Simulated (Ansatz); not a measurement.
Ansatz (an electronic-structure program) run on Sr2SeS (R-3m, 4 atoms in the cell): self-consistent single point.

Method: LDA (PW92), PAW files made with PBE (plane waves; Ansatz).

```
Sr2SeS
1.0
    2.17815     1.25756     7.12217
   -2.17815     1.25756     7.12217
    0.00000    -2.51512     7.12217
Sr Se S
2 1 1
Cartesian
  0.00000   0.00000   5.28138
  0.00000   0.00000  16.08514
  0.00000   0.00000   0.00000
  0.00000   0.00000  10.68326
```

Reference input (self-consistent single point, DFT, LDA (PW92), plane waves, PAW files made with PBE): basis.ecutwfc = 420 eV; kpoints.mp_grid.grid = 6 6 6; hamiltonian.xc = lda; hamiltonian.pseudopotentials = {kind: paw} (the program's default PAW files); scf.occupations.method = fixed. This run's input differs from it in these lines:

Ansatz 0.2 input:
```diff
@@ -13,3 +13,3 @@
 kpoints:
-  mp_grid: { grid: [6, 6, 6] }
+  mp_grid: { grid: [3, 3, 3] }
 hamiltonian:
```

Log, with long lists cut:

```
SCF iter   1: F=—  HF=-13151.587148 eV  |F-HF|=—  |Δ(HF+E_count)|=         —  Δρ=4.32e-2  dr2=4.18e0  ethr=3.10e-3  ⟨swp⟩=6.5  Hψ=720  notcnv=0  defer=14
all-band conjugate gradients solve this SCF's bands
preconditioner: auto → Resta (q_TF=auto, 2.300 Å⁻¹)
SCF iter   2: F=—  HF=-13150.319128 eV  |F-HF|=—  |Δ(HF+E_count)|=    1.27e0  Δρ=1.90e-2  dr2=6.21e-1  ethr=3.10e-3  ⟨swp⟩=3.7  Hψ=386  notcnv=0  defer=12
   [... lines left out ...]
SCF iter   6: F=—  HF=-13150.049685 eV  |F-HF|=—  |Δ(HF+E_count)|=   1.00e-4  Δρ=9.92e-5  dr2=1.11e-5  ethr=9.05e-7  ⟨swp⟩=2.0  Hψ=289  notcnv=0  defer=17
SCF iter   7: F=—  HF=-13150.049686 eV  |F-HF|=—  |Δ(HF+E_count)|=   7.71e-7  Δρ=2.03e-5  dr2=5.94e-7  ethr=2.64e-8  ⟨swp⟩=2.0  Hψ=282  notcnv=0  defer=16
SCF iter   8: F=—  HF=-13150.049687 eV  |F-HF|=—  |Δ(HF+E_count)|=   2.52e-7  Δρ=7.84e-6  dr2=1.06e-7  ethr=2.38e-10  ⟨swp⟩=17.0  Hψ=1089  notcnv=0
SCF iter   9: F=-13150.049686 eV  HF=-13150.049686 eV  |F-HF|=3.47e-10  |Δ(HF+E_count)|=   1.37e-8  Δρ=1.13e-6  dr2=2.12e-9  ethr=2.38e-10  ⟨swp⟩=5.0  Hψ=512  notcnv=0
SCF 1 converged in 9 iterations: F = -13150.049686 eV  dr2 = 2.12e-9
Free energy (F): -13150.049686 eV
Internal energy: -13150.049686 eV  (E = F + TS)
E sigma→0 (E₀):  -13150.049686 eV
Fermi energy:    5.866832 eV
--- Forces (eV/Å), atoms counted from 1 ---
  atom   1  Sr     0.00000000    -0.00000000     0.02582361
  atom   2  Sr     0.00000000     0.00000000    -0.02582361
  atom   3  Se    -0.00000000     0.00000000    -0.00000000
  atom   4  S     -0.00000000     0.00000000     0.00000000
--- Stress (GPa, compression-positive) ---
       -3.152431       0.000000       0.000000
        0.000000      -3.152431       0.000000
        0.000000       0.000000      -3.541839
  P = ⅓ Tr σ = -3.2822 GPa (-32.822 kbar)
  The stress holds the Pulay correction. Without it, at fixed plane waves, as pw.x and ABINIT print it: P = -3.2922 GPa
```

The run converged in 9 iterations. Against the reference run the free energy goes up by 12.6 meV/atom, the pressure goes from -3.41 to -3.28 GPa, the largest force goes from 0.015 to 0.026 eV/Å and the gap on the mesh goes from 2.115 to 2.432 eV.

The starting cell comes from a database of computed structures (which also holds hypothetical and non-ambient phases and stackings), without a prior relaxation at this level. With a pressure of about -3 GPa the cell is away from its equilibrium volume at this level. Ansatz's pressure includes its estimate of the finite-basis (Pulay) stress. Another mesh or the band path of this cell gives a smaller gap, so this value is not converged in the mesh.
